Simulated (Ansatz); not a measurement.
The decay constant κ of evanescent states in the gap governs leakage through a thin film.

Data:

```
HfO2
1.0
    3.55827     0.00000     0.00000
    0.00000     5.03216     0.00000
    1.77914     2.51608     1.77914
Hf O
1 2
Direct
  0.00000   0.00000   0.00000
  0.50000   0.75000   0.00000
  0.50000   0.25000   0.00000
```

The cell is taken as given; by r2SCAN it stands under a pressure of 4.4 GPa.

Transport runs along the normal of the first two printed cell vectors, the (110) plane of the conventional cell.

The gap is the functional's own. No spin-orbit coupling. Mid-gap values are those at the computed energy nearest the middle.

State the band gap and the smallest decay constant κ at mid-gap according to r2SCAN (Ansatz, a first-principles code).

Gap 4.34 eV on a 16×16×16 mesh; κ = 0.379 1/Å, at the zone centre.
